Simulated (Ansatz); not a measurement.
Functionals compared on the (0001) surface of hcp Mg, clean 1x1 (bottom of the slab: a bare face, its two planes held), in Ansatz (plane waves, PAW). The structure was relaxed with PBE; the other rows are single points on it. Cutoff 420 eV (500 eV for r2SCAN).

Set-up: 6 atoms, 12.9 Å thick at the start; mesh 13x13x1; 0.1 eV smearing; dipole correction on; 2 atoms held, the rest relaxed; symmetry of the start imposed; no spin, no spin-orbit, no U. These notes are the PBE run's.

| functional | work function of the top face (eV) | rough cost of the single point |
|---|---|---|
| PBE | 3.68 | – |
| LDA | 3.81 | roughly 8 core-seconds |
| PBEsol | 3.73 | very roughly 7 core-seconds |
| RPBE | 3.62 | roughly 9 core-seconds |
| r2SCAN | 3.78 | roughly 20 core-seconds |

Ansatz is an electronic-structure program.
